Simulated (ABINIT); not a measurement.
ABINIT run on KHF₂ (I4/mcm, 8 atoms in the cell): self-consistent single point.

Method of the run: PBEsol, PAW (JTH v2.0 PBE PAW, files made for PBE) (plane waves; ABINIT).

```yaml
crystal:
  lattice:
    - [-2.79946, 2.79946, 3.35283]
    - [2.79946, -2.79946, 3.35283]
    - [2.79946, 2.79946, -3.35283]
  atoms:
    - { symbol: K, position: [0.75000, 0.75000, 0.00000] }
    - { symbol: K, position: [0.25000, 0.25000, 0.00000] }
    - { symbol: H, position: [0.50000, 0.00000, 0.50000] }
    - { symbol: H, position: [0.00000, 0.50000, 0.50000] }
    - { symbol: F, position: [0.35594, 0.85594, 0.21188] }
    - { symbol: F, position: [0.64406, 0.14406, 0.78812] }
    - { symbol: F, position: [0.85594, 0.64406, 0.50000] }
    - { symbol: F, position: [0.14406, 0.35594, 0.50000] }
```

Reference input (self-consistent single point, DFT, LDA (PW92), plane waves, PAW (JTH v2.0 LDA PAW)): pseudos = [K.LDA_PW-JTH.xml, H.LDA_PW-JTH.xml, F.LDA_PW-JTH.xml]; ecut = 60 Ry; pawecutdg = 120 Ry; ixc = 7; occopt = 3; tsmear = 0.05 eV; ngkpt = 7 7 7; nshiftk = 1; shiftk = 0 0 0; potentials = JTH v2.0 LDA PAW; nband = 31; kptopt = 1. This run's input differs from it in these lines:

```diff
@@ -1,4 +1,4 @@
-# KHF2, JTH v2.0 LDA PAW
+# KHF2, JTH v2.0 PBE PAW
 pp_dirpath "./"
-pseudos "K.LDA_PW-JTH.xml, H.LDA_PW-JTH.xml, F.LDA_PW-JTH.xml"
+pseudos "K.GGA_PBE-JTH.xml, H.GGA_PBE-JTH.xml, F.GGA_PBE-JTH.xml"
 acell 3*1.0 Angstrom
@@ -24,3 +24,3 @@
 pawovlp -1
-ixc 7
+ixc -116133
 occopt 3
```

Its files differ too (potentials: JTH v2.0 LDA PAW → JTH v2.0 PBE PAW).

Output, abridged:

```
--- !BeginCycle
solver: {iscf: 17, nstep: 80, nline: 4, wfoptalg: 10, }
tolerances: {tolvrs: 1.00E-10, }
...

     iter   Etot(hartree)      deltaE(h)  residm     nres2
 ETOT  1  -155.46654746260    -1.555E+02 2.005E-01 7.108E+01
 ETOT  2  -155.71919412770    -2.526E-01 9.598E-03 3.801E+01
 ETOT  3  -155.69893350884     2.026E-02 4.631E-03 4.610E+00
 ETOT  4  -155.69760846378     1.325E-03 3.831E-03 6.892E-01
 ETOT  5  -155.69795471333    -3.462E-04 1.077E-03 6.359E-02
   [... 6 lines left out ...]
 ETOT 12  -155.69814527224    -7.307E-11 1.382E-04 1.174E-08
 ETOT 13  -155.69814527227    -3.166E-11 5.927E-05 2.296E-09
 ETOT 14  -155.69814527229    -1.893E-11 8.944E-05 2.299E-10
 ETOT 15  -155.69814527229     2.842E-14 3.672E-05 7.308E-12
 At SCF step   15       nres2   =  7.31E-12 < tolvrs=  1.00E-10 =>converged.

 Cartesian components of stress tensor (hartree/bohr^3)
  sigma(1 1)= -2.01407179E-05  sigma(3 2)=  0.00000000E+00
  sigma(2 2)= -2.01407179E-05  sigma(3 1)=  0.00000000E+00
  sigma(3 3)= -4.13975321E-06  sigma(2 1)=  0.00000000E+00

 ----iterations are completed or convergence reached----

 reduced coordinates (array xred) for    8 atoms
       0.750000000000      0.750000000000      0.000000000000
       0.250000000000      0.250000000000      0.000000000000
       0.500000000000      0.000000000000      0.500000000000
       0.000000000000      0.500000000000      0.500000000000
       0.355940000000      0.855940000000      0.211880000000
       0.644060000000      0.144060000000      0.788120000000
   [... lines left out ...]
 Fermi (or HOMO) energy (eV) =  -0.40495   Average Vxc (eV)=  -8.72920
   [... lines left out ...]
'-kT*entropy'       : -2.44329464990293E-14
total_energy        : -1.55698145000255E+02
total_energy_eV     : -4.23676198989188E+03
...

-Cartesian components of stress tensor (GPa)         [Pressure=  4.3564E-01 GPa]
- sigma(1 1)= -5.92560278E-01  sigma(3 2)=  0.00000000E+00
- sigma(2 2)= -5.92560278E-01  sigma(3 1)=  0.00000000E+00
- sigma(3 3)= -1.21795724E-01  sigma(2 1)=  0.00000000E+00

 Calculation completed.
```

The run converged in 15 iterations. 

The starting cell comes from a database of computed structures (which also holds hypothetical and non-ambient phases and stackings), without a prior relaxation at this level. The potentials were made for another functional than the one used.

These are the values that this program gave, and no reference: the one-centre exchange-correlation terms come from a truncated expansion.

Cost on one core of a shared machine: roughly 4 min.
